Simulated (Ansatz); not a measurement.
# Ga2O3 (model structure, started from the Bi2O3 type, P6₃mc, No. 186, 20 atoms in the cell): properties by level of theory

```csv
level (code),equilibrium lattice constant a (Å),lattice parameter c (Å),cohesive energy (eV/atom)
LDA (Ansatz),6.991,4.749,5.46
PBE (Ansatz),7.189,4.895,4.36
PBEsol (Ansatz),7.075,4.806,4.81
PBE-D3(BJ) (Ansatz),7.129,4.843,4.56
r²SCAN (Ansatz),7.085,4.801,4.50
r²SCAN+rVV10 (Ansatz),7.057,4.776,4.65
```

Ansatz's density-functional and Hartree–Fock values are scalar-relativistic unless marked +SOC, with PAW data made under PBE.

Free atoms are spin-polarised, in the lowest state found; at levels without +SOC their spin–orbit coupling is left out.

A model structure was made by putting elements into a prototype or built by hand; it is no filed structure, need not be a known phase, and can be a saddle point held by its symmetry.

Ansatz is a first-principles code.
